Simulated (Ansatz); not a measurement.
The parent structure is MoSi₂ (space group I4/mmm, No. 139).

```
CELL_PARAMETERS angstrom
     -1.59511     1.59511     3.91030
      1.59511    -1.59511     3.91030
      1.59511     1.59511    -3.91030
ATOMIC_POSITIONS crystal
  Mo 0.00000 0.00000 0.00000
  Si 0.33509 0.33509 0.00000
  Si 0.66491 0.66491 0.00000
```

Calculations: PBEsol, PAW, 420 eV (Ansatz, a quantum-chemistry and plane-wave program; spin-orbit coupling left out).

One change was made to it. Results:

The volume per atom increases by 0.09 Å³, from 13.27 Å³ to 13.36 Å³; the c/a ratio drops by 0.011 (2.451 → 2.440); the band gap remains zero.

Q: Which of these changes matches the shifts?
A. Si → Pb
B. Mo → Zr
C. Mo → W

A: C, Mo → W. For comparison, the volume per atom in the other runs: Mo → Zr gives 16.07 Å³; Si → Pb gives 21.52 Å³.

No phonon test of stability was made. As relaxed here, ZrSi2 and MoPb2 are hypothetical phases, not in the database extracts checked. The final runs are not spin-polarised. ZrSi2 and MoPb2 have a high density of states at the Fermi level and may be magnetic at this level.
